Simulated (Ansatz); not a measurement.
An Ansatz (a quantum-chemistry and plane-wave program) run: WC with a change (C → Ge); PBEsol (Ansatz), no spin-orbit coupling, earlier PAW set.

Input:

Ansatz 0.2 input:
```yaml
crystal:
  lattice:
    - [3.1722485091, 0, 0]
    - [-1.5861242545, 2.747247796, 0]
    - [0, 0, 3.5825298195]
  atoms:
    - { symbol: W, position: [0, 0, 0] }
    - { symbol: Ge, position: [0.6666666667, 0.3333333333, 0.5] }
basis: { ecutwfc: 420, ecutrho_ratio: 4, xc_grid: 2, fft_grid_basis: typed }
kpoints: { mp_grid: { grid: [17, 17, 13] } }
hamiltonian:
  xc: pbesol
  dispersion: none
  pseudopotentials: { azcp: { folder: ./paw }, kind: paw }
scf: { occupations: { method: fermi_dirac, width: 0.05 }, convergence: { dr2_threshold: 0.0000000002 } }
output: { forces: true, stress: true }
checkpoint: { write: state.ck, write_every: 1000 }
```

Output (explanatory and most iteration lines left out):

```
Pseudopotential: W, paw, valence charge 14
Pseudopotential: Ge, paw, valence charge 14
Crystal: 2 atoms, lattice volume = 31.222 Å³
Basis set: ecut = 420 eV, 575 PW (Γ), exchange–correlation on 48×48×48 points (8 copies of the dense FFT grid, shifted against one another)
Bands: 18, of which v1, the nominal top of the filled ones, is band 14 counted from 1 (13 counted from 0)
Symmetry: 12 space group operations
Space group: P-6m2 (ITA 187), of the structure as read, at distance tolerance 3.1e-5 Å
k-points: 231 of 3757 (time reversal used)
Functional: x = pbesol(κ = 0.804, μ = 0.12345679012345678), c = pbesol(β = 0.046)
SCF iter   1: F=—  HF=-14511.198245 eV  |F-HF|=—  |Δ(HF+E_count)|=         —  Δρ=6.05e-2  dr2=1.48e0  ethr=3.10e-3  ⟨swp⟩=5.3  Hψ=17586  notcnv=0
SCF iter   2: F=—  HF=-14511.001967 eV  |F-HF|=—  |Δ(HF+E_count)|=   1.96e-1  Δρ=4.21e-2  dr2=7.79e-1  ethr=3.10e-3  ⟨swp⟩=2.0  Hψ=6789  notcnv=0
SCF 1 converged in 9 iterations: F = -14510.787563 eV  dr2 = 9.61e-12
SCF converged after 9 iterations
Free energy (F): -14510.787563 eV
Internal energy: -14510.782380 eV  (E = F + TS)
E sigma→0 (E₀):  -14510.784972 eV
Entropy (-TS):   -0.005182 eV (-2.591 meV/atom)
Fermi energy:    17.857614 eV
--- Forces (eV/Å), atoms counted from 1 ---
  atom   1  W      0.00000000     0.00000000     0.00000000
  atom   2  Ge     0.00000000     0.00000000     0.00000000
--- Stress (GPa, compression-positive) ---
       -0.000303       0.000000       0.000000
        0.000000      -0.000303       0.000000
        0.000000       0.000000      -0.000229
  P = ⅓ Tr σ = -0.0003 GPa (-0.003 kbar)
```

Whether these cells are dynamically stable was not tested. The final runs are not spin-polarised. The cell was made from WC by this change: C → Ge; the result is a hypothetical phase, not in the database extracts checked.
